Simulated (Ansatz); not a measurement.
We consider Al2Cu (model structure, started from the Al2Cu type, I4/mcm, No. 140, 6 atoms in the cell), described by r²SCAN (Ansatz, a quantum-chemistry and plane-wave program, PAW).

Run with plane-wave cutoff 560 eV, 14×14×14 k mesh, Fermi–Dirac smearing 0.05 eV, no spin polarisation, scalar-relativistic PAW data made under PBE.

Cell (relaxed at this level):

```cif
data_Al4Cu2
_chemical_formula_sum 'Al4 Cu2'
_space_group_name_H-M_alt 'P 1'
_space_group_IT_number 1
_cell_length_a 4.87396
_cell_length_b 4.87396
_cell_length_c 4.87396
_cell_angle_alpha 104.060
_cell_angle_beta 104.060
_cell_angle_gamma 120.939
loop_
_space_group_symop_operation_xyz
  'x, y, z'
loop_
_atom_site_label
_atom_site_type_symbol
_atom_site_fract_x
_atom_site_fract_y
_atom_site_fract_z
_atom_site_occupancy
Al1 Al 0.15928 0.65928 0.81856 1
Al2 Al 0.34072 0.15928 0.50000 1
Al3 Al 0.65928 0.84072 0.50000 1
Al4 Al 0.84072 0.34072 0.18144 1
Cu1 Cu 0.75000 0.75000 0.00000 1
Cu2 Cu 0.25000 0.25000 0.00000 1
```

Problem. Predict the bulk modulus B0.

Solution. 
- bulk modulus B0 = 114 GPa

The run finds no gap.

Note: the bulk modulus is −V dP/dV from two relaxed cells at ±2 % in volume.

Computed values are for the static lattice.

A model structure was made by putting elements into a prototype or built by hand; here it ended with the formula and space group of a phase in our tables.
